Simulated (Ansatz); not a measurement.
The parent structure is PtGe (space group Pnma, No. 62).

```xyz
8
Lattice="5.7718 0.0000 0.0000 0.0000 3.7130 0.0000 0.0000 0.0000 6.1288" Properties=species:S:1:pos:R:3 pbc="T T T"
Pt     5.7521     0.9283     1.1845
Pt     2.8663     0.9283     1.8799
Pt     0.0196     2.7848     4.9442
Pt     2.9055     2.7848     4.2489
Ge     1.0778     0.9283     3.5983
Ge     3.9637     0.9283     5.5948
Ge     4.6940     2.7848     2.5304
Ge     1.8081     2.7848     0.5340
```

Cartesian axes are those of the cell as printed.

Method: r2SCAN (Ansatz, a program for electronic structure, PAW, no spin-orbit coupling).

Before the change:

- Volume per atom: 16.42 Å³
- Band gap: zero

It is then changed as follows: uniaxial stress, 1 GPa tension along x; all other stress components relax to zero.

Problem. Predict the new energy relative to the base.

Solution. The energy rises by 0.4 meV/atom.

Problem. Predict the new volume per atom.

Solution. The volume per atom grows by 0.03 Å³ (16.42 Å³ → 16.45 Å³).

Problem. What happens to the band gap?

Solution. The band gap is still zero.

Without a gap, meshes like the base's 8×13×8 leave anisotropic stresses uncertain by several tenths of a GPa, and small strain energies with them. Load acts through the strain it causes; cell and atoms are relaxed under it. Beyond what the load breaks, stability against distortions was not tested. All final runs are without spin polarisation.
